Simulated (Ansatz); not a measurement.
Space group I4/mmm (No. 139); a = 3.683 Å, b = 3.683 Å, c = 8.937 Å, α = 90.00°, β = 90.00°, γ = 90.00°

| atom | site | symmetry | x | y | z |
|---|---|---|---|---|---|
| Y | 2a | 4/mmm | 0.0000 | 0.0000 | 0.0000 |
| Au | 4e | 4mm | 0.0000 | 0.0000 | 0.3338 |
(The calculation used a cell of 3 atoms; values per cell refer to that cell.)

YAu2 (I4/mmm), PBEsol, DFPT electron-phonon coupling, linearised Boltzmann equation (plane waves, PAW, scalar-relativistic; Ansatz, a first-principles code): the phonon-limited resistivity at 300 K is 11.2 μΩ·cm (x, the basal plane), 11.2 μΩ·cm (y, the basal plane), 9.16 μΩ·cm (z, c). Third figures are kept for the arithmetic.

Task: Bound the resistivity of a random, dense polycrystal without boundary scattering, and give the anisotropy.

Result: Largest over smallest: 1.22. Upper bound, grains in series: (11.2 + 11.2 + 9.16)/3 = 10.5 μΩ·cm. Lower bound, grains side by side: 3/Σ(1/ρ) = 10.4 μΩ·cm. The best single-crystal direction lies 12 % under the lower bound.

Task: The current-weighted mean free path is 15.6 nm along x and 16.5 nm along z. How does ρ₀ℓ differ between these directions?

Result: x: 11.2 × 15.6 = 17.5×10⁻¹⁶ Ω·m²; z: 9.16 × 16.5 = 15.1×10⁻¹⁶ Ω·m², a ratio of 1.16. The size effect in a wire also hangs on the velocities towards its walls, so the isotropic formulas don't carry over to this crystal.

A metal at this level (no band gap). Only scattering by harmonic phonons is included (no impurities, grain boundaries, electron-electron scattering or thermal expansion). Spin-orbit coupling is left out, which matters with elements this heavy. Halving the electron mesh (24x24x24) moves the resistivity by up to 2 % at 300 K, the mean free path by up to 2 %. Smearing 0.20 eV; phonons on a 5x5x5 q mesh, which this run doesn't test.

Computed structure with no diffraction record at hand here (it may be known, metastable or hypothetical): YAu2 (I4/mmm).
